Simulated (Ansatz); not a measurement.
**A computed series for BeTe: response to strain**

Base system: BeTe in the zinc blende structure (space group F-43m, No. 216; a = 5.5542 Å). Axes: x, y, z lie along the cube axes.

Strains are applied to the cell and any free atomic positions relax.

Method: LDA, PAW, 420 eV (Ansatz, a first-principles code; no spin-orbit coupling).

Notes on the quantities. energy relative to the base: free energy F.

```
change                          volume per atom    gap character  energy relative to the base  smallest direct gap  band gap
------------------------------  ---------------  ---------------  ---------------------------  -------------------  --------
base                                   21.42 Å³                –                   0 meV/atom              3.59 eV   1.79 eV
uniaxial strain ε_zz = −3.00 %         20.78 Å³  indirect, Γ → M                +6.5 meV/atom              3.41 eV   1.46 eV
uniaxial strain ε_zz = −2.50 %         20.88 Å³  indirect, Γ → M                          [?]              3.44 eV   1.51 eV
uniaxial strain ε_zz = −2.00 %         20.99 Å³  indirect, Γ → M                +2.9 meV/atom              3.47 eV   1.57 eV
uniaxial strain ε_zz = −1.50 %         21.10 Å³  indirect, Γ → M                +1.6 meV/atom              3.50 eV   1.63 eV
uniaxial strain ε_zz = −0.50 %         21.31 Å³  indirect, Γ → M                +0.2 meV/atom              3.56 eV   1.74 eV
uniaxial strain ε_zz = +1.00 %         21.63 Å³  indirect, Γ → X                +0.7 meV/atom              3.57 eV   1.77 eV
uniaxial strain ε_zz = +1.50 %         21.74 Å³  indirect, Γ → X                +1.6 meV/atom              3.56 eV   1.76 eV
uniaxial strain ε_zz = +2.00 %         21.85 Å³  indirect, Γ → X                +2.8 meV/atom              3.55 eV   1.76 eV
uniaxial strain ε_zz = +3.00 %         22.06 Å³  indirect, Γ → X                          [?]              3.53 eV   1.74 eV
```

Q: Fill in the withheld entries from the trend.

A: 
- uniaxial strain ε_zz = −2.50 %, energy relative to the base: +4.5 meV/atom
- uniaxial strain ε_zz = +3.00 %, energy relative to the base: +6.2 meV/atom

Spin-orbit coupling, missing from the scalar runs, can matter with Te. Stability against distortions was not tested. Labels are those of the standard path for the cell's own space group.
